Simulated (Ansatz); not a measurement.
The starting structures come from a database of crystals and need not be the phases stable at ambient conditions.

The decay constant κ of evanescent states in the gap governs leakage through a thin film.

Input:

```yaml
crystal:
  lattice:
    - [7.64835, 0.00000, 0.00000]
    - [-3.82418, 6.62367, 0.00000]
    - [0.00000, 0.00000, 6.50989]
  atoms:
    - { symbol: Cs, position: [0.66667, 0.33333, 0.25000] }
    - { symbol: Cs, position: [0.33333, 0.66667, 0.75000] }
    - { symbol: Mg, position: [0.00000, 0.00000, 0.50000] }
    - { symbol: Mg, position: [0.00000, 0.00000, 0.00000] }
    - { symbol: Br, position: [0.16015, 0.83984, 0.25000] }
    - { symbol: Br, position: [0.83984, 0.16015, 0.75000] }
    - { symbol: Br, position: [0.32031, 0.16015, 0.75000] }
    - { symbol: Br, position: [0.67969, 0.83984, 0.25000] }
    - { symbol: Br, position: [0.16015, 0.32031, 0.25000] }
    - { symbol: Br, position: [0.83984, 0.67969, 0.75000] }
```

Space group of this cell: P6_3/mmc. The cell is taken as given.

Transport runs along the normal of the first two printed cell vectors, the (001) plane of the conventional cell.

No gap correction and no spin-orbit coupling; mid-gap values are interpolated between computed energies.

Task: State the band gap and the smallest decay constant κ at mid-gap according to r2SCAN (Ansatz, an electronic-structure program).

Result: Gap 4.96 eV on a 6×6×6 mesh; κ = 0.322 1/Å, at the zone centre.
